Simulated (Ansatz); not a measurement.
We consider AlP (model structure, Pm-3m, No. 221, 2 atoms in the cell), described by LDA in Ansatz (plane waves, PAW).

Run with plane-wave cutoff 520 eV, 18×18×18 k mesh, Fermi–Dirac smearing 0.05 eV, scalar-relativistic PAW data made under PBE.

Cell (relaxed at this level):

Space group Pm-3m (No. 221); a = b = c = 3.0740 Å, α = β = γ = 90.00°

```csv
atom,site,symmetry,x,y,z
Al,1a,m-3m,0.0000,0.0000,0.0000
P,1b,m-3m,0.5000,0.5000,0.5000
```

### Question
Estimate the bulk modulus B0 that the calculation returns.

### Answer

- bulk modulus B0 = 103 GPa

The run finds no gap.

Note: the bulk modulus is −V dP/dV from two relaxed cells at ±2 % in volume; the relaxation could raise the start's symmetry but not lower it, so the cell can be a saddle point.

The computed numbers hold no vibrational or temperature effects.

Cost on a shared machine: about 12 core-seconds (a rough figure).

A model structure was made by putting elements into a prototype or built by hand; it is no filed structure, need not be a known phase, and can be a saddle point held by its symmetry.

Ansatz is a program for electronic structure.
